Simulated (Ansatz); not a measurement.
Response to strain in InSb

The reference is InSb in the zinc blende structure (space group F-43m, No. 216; a = 6.5573 Å). Axes: x, y, z lie along the cube axes.

Strains are applied to the cell and any free atomic positions relax; under biaxial strain the out-of-plane vector relaxes too; under stress the whole cell relaxes.

The values are results of Kohn–Sham DFT with the r2SCAN functional, run in Ansatz (a quantum-chemistry and plane-wave program) with PAW and 500 eV plane waves, without spin-orbit coupling, earlier PAW set, not measurements.

Notes on the quantities. energy relative to the base: free energy F; pressure: mean of the normal stresses, compression positive.

| change | volume per atom | energy relative to the base | pressure | band gap |
|---|---|---|---|---|
| base | 35.24 Å³ | 0 meV/atom | 0.0 GPa | zero |
| biaxial strain −4.11 %, plane normal [110], relaxed out of plane | 33.47 Å³ | +33 meV/atom | 2.5 GPa | 0.10 eV |
| isotropic strain +0.82 % | 36.12 Å³ | +2.8 meV/atom | -1.0 GPa | zero |
| isotropic strain +2.45 % | 37.90 Å³ | +23 meV/atom | -2.6 GPa | zero |
| uniaxial strain ε_xx = −1.56 % | 34.69 Å³ | +1.7 meV/atom | 0.7 GPa | 0.06 eV |
| uniaxial strain ε_xx = +0.17 % | 35.30 Å³ | 0.0 meV/atom | -0.1 GPa | zero |
| uniaxial strain ε_xx = +1.59 % | 35.80 Å³ | +1.7 meV/atom | -0.7 GPa | zero |
| uniaxial strain ε_zz = −5.40 % | 33.34 Å³ | +21 meV/atom | 2.7 GPa | 0.16 eV |
| uniaxial stress, 5 GPa compression along x | 26.81 Å³ | +0.223 eV/atom | – | zero |

With Sb present, leaving out spin-orbit coupling can change the band edges. Stability under load was not tested beyond the relaxation. All final runs are without spin polarisation. Under uniaxial stress, 5 GPa compression along x the cell changed shape so far that it is another structure. Gaps under 0.05 eV, about the width of the smearing, are given as zero. The zero or small gap of InSb can change with the level of theory.
